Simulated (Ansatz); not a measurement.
InP: isotropic strain +1.00 %

Base system: InP in the zinc blende structure (space group F-43m, No. 216; a = 5.9595 Å).

It is then changed as follows: every lattice vector is stretched by 1.00 %, atoms relaxed at fixed cell.

Level of theory: PBE/PAW in Ansatz (a first-principles code), no SOC. Settings: 10×10×10 k-points, 0.05 eV Fermi–Dirac smearing.

```json
[
 {"quantity": "volume per atom", "base": "26.46 Å³", "changed": "27.26 Å³", "shift": "+0.80 Å³"},
 {"quantity": "shortest interatomic distance", "base": "2.581 Å", "changed": "2.606 Å", "shift": "+0.0258 Å"},
 {"quantity": "energy relative to the base (free energy F)", "base": "0 meV/atom", "changed": "+4.3 meV/atom", "shift": "+4.3 meV/atom"},
 {"quantity": "pressure", "base": "0.00 GPa", "changed": "-1.65 GPa", "shift": "-1.65 GPa"},
 {"quantity": "band gap", "base": "0.44 eV", "changed": "0.28 eV", "shift": "-0.16 eV"},
 {"quantity": "gap character", "base": "direct at Γ", "changed": "direct at Γ", "shift": "–"},
 {"quantity": "mean gap deformation potential ΔEg/Δln V", "base": "–", "changed": "-5.5 eV", "shift": "–"},
 {"quantity": "valley order (the lowest conduction-band minima on the path, energy above the VBM, named in the base's zone)", "base": "Γ 0.44 eV; L along ⟨111⟩ 1.38 eV; X along ⟨100⟩ 1.85 eV", "changed": "Γ 0.28 eV; L along ⟨111⟩ 1.31 eV; X along ⟨100⟩ 1.89 eV", "shift": "–"}
]
```

Final structure:

```yaml
crystal:
  lattice:
    - [0.00000, 3.00956, 3.00956]
    - [3.00956, 0.00000, 3.00956]
    - [3.00956, 3.00956, 0.00000]
  atoms:
    - { symbol: In, position: [0.00000, 0.00000, 0.00000] }
    - { symbol: P, position: [0.25000, 0.25000, 0.25000] }
```

Semilocal Kohn–Sham gaps tend to fall short of experiment. Whether these cells are dynamically stable was not tested. A zero or small gap of InP under isotropic strain +1.00 % can be the functional's error rather than a property of the material.
